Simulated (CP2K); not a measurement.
A working CP2K input for TiO2 (R-3m, 3 atoms in the cell) (DFT LDA (Pade form), GPW, DZVP-MOLOPT-SR-GTH basis, GTH-PADE potentials (GTH_POTENTIALS)):

```
&GLOBAL
  PROJECT bulk
  RUN_TYPE ENERGY_FORCE
  PRINT_LEVEL MEDIUM
&END GLOBAL
&FORCE_EVAL
  METHOD Quickstep
  STRESS_TENSOR ANALYTICAL
  &DFT
    BASIS_SET_FILE_NAME BASIS_MOLOPT
    POTENTIAL_FILE_NAME GTH_POTENTIALS
    &QS
      METHOD GPW
      EPS_DEFAULT 1E-10
    &END QS
    &MGRID
      CUTOFF 600
      REL_CUTOFF 50
      NGRIDS 5
    &END MGRID
    &SCF
      SCF_GUESS ATOMIC
      EPS_SCF 1E-6
      MAX_SCF 100
      ADDED_MOS 5
      &DIAGONALIZATION
        ALGORITHM STANDARD
      &END DIAGONALIZATION
      &MIXING
        METHOD BROYDEN_MIXING
        ALPHA 0.3
        NBUFFER 12
        BETA 1
      &END MIXING
      &SMEAR ON
        METHOD GAUSSIAN
        SIGMA [eV] 0.02
      &END SMEAR
    &END SCF
    &KPOINTS
      SCHEME MONKHORST-PACK 9 9 9
    &END KPOINTS
    &XC
      &XC_FUNCTIONAL PADE
      &END XC_FUNCTIONAL
    &END XC
    &PRINT
      &MO
        EIGENVALUES T
        OCCUPATION_NUMBERS T
        NDIGITS 8
        FILENAME mo
        &EACH
          QS_SCF 0
        &END EACH
        ADD_LAST NUMERIC
      &END MO
      &MULLIKEN ON
      &END MULLIKEN
    &END PRINT
  &END DFT
  &SUBSYS
    &CELL
      ABC 5.16855500 5.16855441 5.16855469
      ALPHA_BETA_GAMMA 33.70824321 33.70823829 33.70825350
      PERIODIC XYZ
    &END CELL
    &COORD
      Ti       0.00000000     0.00000000     0.00000000
      O       10.08977730     3.05668645     1.87285490
      O        3.67795270     1.11423155     0.68269810
    &END COORD
    &KIND Ti
      BASIS_SET DZVP-MOLOPT-SR-GTH-q12
      POTENTIAL GTH-PADE-q12
    &END KIND
    &KIND O
      BASIS_SET DZVP-MOLOPT-SR-GTH-q6
      POTENTIAL GTH-PADE-q6
    &END KIND
  &END SUBSYS
  &PRINT
    &FORCES ON
    &END FORCES
    &STRESS_TENSOR ON
    &END STRESS_TENSOR
  &END PRINT
&END FORCE_EVAL
```

The run converged in 16 iterations: free energy E − TS -2460.0904 eV; top of the valence band (on the code's own zero) 3.68 eV; gap on the k-point mesh 2.39 eV; pressure -11.54 GPa; largest force (vector length) 0.767 eV/Å. Each of these slips is then made, one at a time:

(1)
```diff
-      POTENTIAL GTH-PADE-q12
+      POTENTIAL GTH-PBE-q12
-      POTENTIAL GTH-PADE-q6
+      POTENTIAL GTH-PBE-q6
```

(2)
```diff
-    &KPOINTS
-      SCHEME MONKHORST-PACK 9 9 9
-    &END KPOINTS
```

How does each altered input end?


(1) Potentials made for another functional. The run converged in 16 iterations without an error; against the sound input the pressure goes from -11.54 to -9.35 GPa, the largest force goes from 0.767 to 0.565 eV/Å and the gap on the mesh goes from 2.387 to 2.421 eV.

(2) A single k-point for a small cell. The run converged in 23 iterations without an error; against the sound input the free energy rises by 1.07 eV/atom, the pressure goes from -11.54 to -8.95 GPa and the largest force goes from 0.767 to 7.072 eV/Å.

The starting cell comes from a database of computed structures (which also holds hypothetical and non-ambient phases and stackings), without a prior relaxation at this level. Values carry the incompleteness of an atom-centred basis. In the base run, with a pressure of about -12 GPa the cell is away from its equilibrium volume at this level.

Left out of this page: 3 runs of the series outside the window shown, repeating another row's setting, or not comparable; 2 runs of the series stopped by limits of time or memory.
